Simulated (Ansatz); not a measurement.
Worked example: self-consistent single point of Mg2Pd (I4mm, 3 atoms in the cell) in Ansatz (a quantum-chemistry and plane-wave program).

Method of the run: PBEsol, harder PAW files (source: ansatz) made with PBE (plane waves; Ansatz).

```yaml
crystal:
  lattice:
    - [-1.62813, 1.62813, 5.06532]
    - [1.62813, -1.62813, 5.06532]
    - [1.62813, 1.62813, -5.06532]
  atoms:
    - { symbol: Mg, position: [0.65216, 0.65216, 0.00000] }
    - { symbol: Mg, position: [0.35278, 0.35278, 0.00000] }
    - { symbol: Pd, position: [0.00000, 0.00000, 0.00000] }
```

Reference input (self-consistent single point, DFT, PBEsol, plane waves, default PAW files made with PBE): basis.ecutwfc = 420 eV; kpoints.mp_grid.grid = 10 10 10; hamiltonian.xc = pbesol; hamiltonian.pseudopotentials = {kind: paw} (the program's default PAW files); scf.occupations.method = fermi_dirac; scf.occupations.width = 0.1 eV. This run's input differs from it in these lines:

Ansatz 0.2 input:
```diff
@@ -11,3 +11,3 @@
 basis:
-  ecutwfc: 420.0 eV
+  ecutwfc: 745.0 eV
 kpoints:
@@ -16,3 +16,3 @@
   xc: pbesol
-  pseudopotentials: { kind: paw }
+  pseudopotentials: { kind: paw, source: ansatz }
 scf:
```

Output (repeated stretches shortened):

```
SCF iter   1: F=—  HF=-10745.110212 eV  |F-HF|=—  |Δ(HF+E_count)|=         —  Δρ=3.17e-1  dr2=9.36e1  ethr=3.10e-3  ⟨swp⟩=5.7  Hψ=10009  notcnv=0
all-band conjugate gradients solve this SCF's bands
preconditioner: auto → Kerker (q_TF=auto, 2.575 Å⁻¹)
SCF iter   2: F=—  HF=-10735.111328 eV  |F-HF|=—  |Δ(HF+E_count)|=    1.00e1  Δρ=1.04e-1  dr2=1.16e1  ethr=3.10e-3  ⟨swp⟩=3.1  Hψ=5834  notcnv=0
   [... lines left out ...]
SCF iter   6: F=—  HF=-10733.644706 eV  |F-HF|=—  |Δ(HF+E_count)|=   2.05e-3  Δρ=1.16e-3  dr2=6.40e-4  ethr=2.37e-5  ⟨swp⟩=2.1  Hψ=2704  notcnv=0
SCF iter   7: F=—  HF=-10733.644512 eV  |F-HF|=—  |Δ(HF+E_count)|=   1.95e-4  Δρ=3.73e-4  dr2=7.91e-5  ethr=1.68e-6  ⟨swp⟩=2.2  Hψ=3245  notcnv=0
SCF iter   8: F=—  HF=-10733.644499 eV  |F-HF|=—  |Δ(HF+E_count)|=   1.25e-5  Δρ=3.22e-5  dr2=4.21e-7  ethr=2.08e-7  ⟨swp⟩=2.0  Hψ=2898  notcnv=0
SCF iter   9: F=-10733.644499 eV  HF=-10733.644499 eV  |F-HF|=2.97e-8  |Δ(HF+E_count)|=   5.17e-8  Δρ=8.24e-6  dr2=4.84e-8  ethr=2.63e-10  ⟨swp⟩=7.4  Hψ=12087  notcnv=0
SCF 1 converged in 9 iterations: F = -10733.644499 eV  dr2 = 4.84e-8
Free energy (F): -10733.644499 eV
Internal energy: -10733.608998 eV  (E = F + TS)
E sigma→0 (E₀):  -10733.626749 eV
Entropy (-TS):   -0.035501 eV (-11.834 meV/atom)
Fermi energy:    10.061805 eV
--- Forces (eV/Å), atoms counted from 1 ---
  atom   1  Mg     0.00000000    -0.00000000    -0.35390689
  atom   2  Mg    -0.00000000     0.00000000     0.27723190
  atom   3  Pd    -0.00000000     0.00000000     0.07667745
--- Stress (GPa, compression-positive) ---
       -1.904708      -0.000000       0.000000
       -0.000000      -1.904708       0.000000
        0.000000       0.000000      -2.169553
  P = ⅓ Tr σ = -1.9930 GPa (-19.930 kbar)
  The stress holds the Pulay correction. Without it, at fixed plane waves, as pw.x and ABINIT print it: P = -1.9990 GPa
```

The run converged in 9 iterations. Against the reference run the pressure moves little (-1.97 to -1.99 GPa) and the largest force stays at 0.354 eV/Å.

The starting cell comes from a database of computed structures (which also holds hypothetical and non-ambient phases and stackings), without a prior relaxation at this level. Its lattice was rescaled by up to half a per cent. One atom was moved a little off its site on purpose. Spin polarisation is off. Ansatz's pressure includes its estimate of the finite-basis (Pulay) stress.
